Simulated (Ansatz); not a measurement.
Impurities on the Si(h) site of 4H silicon carbide. The bounds on chemical potentials count only the phases computed here; "not settled" covers levels within 0.1 eV of a band edge and carriers that are partly localised.

The numbers are results of PBE, PAW (plane waves to 420 eV; Ansatz, a first-principles code), not measurements. Set-up: 96-site cell; 2×2×2 shifted k-points; host gap 2.23 eV; charged states image-corrected; no Hubbard U; finite-size errors of tenths of an eV; flagged in the runs: for some of the defects a doubtful potential alignment, a host whose relaxation on this sampling wasn't shown to rest, a strain field that reaches the edge of the cell, host ions not shown at rest.

```csv
impurity,neighbours in the neutral state (Å),moment (μB),E_f of the neutral state (eV; limit and bounding phases),levels above the VBM (eV)
Cr,"C 1.95, C 1.95, C 1.95, C 1.96",2.0,"2.25 (C-rich, Cr23C6 (Fm-3m))",(+1/0) 0.18; (0/−1) 2.06
Mg,"C 2.08, C 2.11, C 2.11, C 2.13","0 in all, 0.20 on one atom","4.06 (C-rich, antifluorite Mg2Si)",(0/−1) 0.32; (−1/−2) 0.91
N,"C 1.58, C 1.59, C 1.59, C 2.43, Si 2.83, Si 2.83, Si 2.83",1.0,"7.24 (C-rich, beta Si3N4)",(+1/0) 1.23; (0/−1) 1.64
Ge,"C 1.97, C 1.97, C 1.97, C 1.98",not spin-polarised,–,none in the gap
Al,"C 1.98, C 1.99, C 1.99, C 1.99",fractional,–,shallow acceptor
Fe,"C 1.90, C 1.90, C 1.90, C 1.92",not spin-polarised,"3.57 (C-rich, FeSi (P2_13))",(+1/0) 0.36; (0/−1) 1.48
Sc,"C 2.11, C 2.11, C 2.13, C 2.13",1.0,"3.46 (C-rich, Sc5Si3 (P6_3/mcm))",(0/−1) 0.26
```

Deep levels: Cr, Mg, N, Fe, Sc. Shallow donors: none. Shallow acceptors: Al. No level in the gap: Ge. Not decided here: none.
